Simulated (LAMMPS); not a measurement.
Consider TiO2 (rutile), 576 atoms, at 100 K and 0 GPa, heated as the crystal in molecular dynamics.

Level of theory: classical MD, Buckingham potential of Matsui and Akaogi, Mol. Simul. 6, 239 (1991), as tabulated by Reinhardt, J. Chem. Phys. 151, 064505 (2019), used with rigid ions (no shells), PPPM sums, short-range terms cut at 10 Å, modified for these runs by an r^-4 repulsive force inside the short-range force's maximum (LAMMPS).

| r (Å) | g(r), O-Ti |
|---|---|
| 1.820 | 0.000 |
| 1.860 | 0.325 |
| 1.900 | 7.98 |
| 1.940 | 23.6 |
| 1.980 | 14.2 |
| 2.020 | 1.81 |
| 2.060 | 0.052 |
| 2.100 | 0.000 |
| 2.140 | 0.000 |
| 2.180 | 0.000 |
| 2.220 | 0.000 |
| 2.260 | 0.000 |
| 2.300 | 0.000 |
| 2.340 | 0.000 |
| 2.380 | 0.000 |
| 2.420 | 0.000 |
| 2.460 | 0.000 |
| 2.500 | 0.000 |
| 2.540 | 0.000 |
| 2.580 | 0.000 |
| 2.620 | 0.000 |
| 2.660 | 0.000 |
| 2.700 | 0.000 |
| 2.740 | 0.000 |
| 2.780 | 0.000 |
| 2.820 | 0.000 |
| 2.860 | 0.000 |
| 2.900 | 0.000 |
| 2.940 | 0.000 |
| 2.980 | 0.000 |
| 3.020 | 0.000 |
| 3.060 | 0.000 |
| 3.100 | 0.000 |
| 3.140 | 0.000 |
| 3.180 | 0.000 |
| 3.220 | 0.002 |
| 3.260 | 0.031 |
| 3.300 | 0.212 |
| 3.340 | 1.07 |
| 3.380 | 2.60 |
| 3.420 | 3.27 |
| 3.460 | 2.30 |
| 3.500 | 1.26 |
| 3.540 | 2.64 |
| 3.580 | 4.08 |
| 3.620 | 2.00 |
| 3.660 | 0.349 |
| 3.700 | 0.020 |
| 3.740 | 0.002 |
| 3.780 | 0.000 |
| 3.820 | 0.001 |
| 3.860 | 0.018 |
| 3.900 | 0.253 |
| 3.940 | 1.52 |
| 3.980 | 4.19 |
| 4.020 | 5.25 |
| 4.060 | 2.95 |
| 4.100 | 0.796 |
| 4.140 | 0.074 |
| 4.180 | 0.006 |
| 4.220 | 0.000 |
| 4.260 | 0.000 |
| 4.300 | 0.000 |
| 4.340 | 0.033 |
| 4.380 | 0.476 |
| 4.420 | 1.45 |
| 4.460 | 1.36 |
| 4.500 | 2.17 |
| 4.540 | 4.06 |
| 4.580 | 3.70 |
| 4.620 | 1.80 |
| 4.660 | 1.96 |
| 4.700 | 2.24 |
| 4.740 | 0.891 |
| 4.780 | 0.129 |
| 4.820 | 0.005 |
| 4.860 | 0.000 |
| 4.900 | 0.000 |
| 4.940 | 0.000 |
| 4.980 | 0.000 |
| 5.020 | 0.000 |
| 5.060 | 0.000 |
| 5.100 | 0.000 |
| 5.140 | 0.000 |
| 5.180 | 0.001 |
| 5.220 | 0.036 |
| 5.260 | 0.477 |
| 5.300 | 1.94 |
| 5.340 | 3.38 |
| 5.380 | 2.15 |
| 5.420 | 0.468 |
| 5.460 | 0.034 |
| 5.500 | 0.007 |
| 5.540 | 0.094 |
| 5.580 | 0.638 |
| 5.620 | 1.94 |
| 5.660 | 2.63 |
| 5.700 | 1.70 |
| 5.740 | 0.582 |
| 5.780 | 0.738 |
| 5.820 | 2.03 |

Main features:
- state found: crystal; no diffusion seen in 21 ps
- first peak of g(r), O-Ti: 1.94 Å, height 23.6
- coordination number of O by Ti: 3.00 (counted to 2.62 Å)
- coordination number of Ti by O: 6.00 (counted to 2.62 Å)
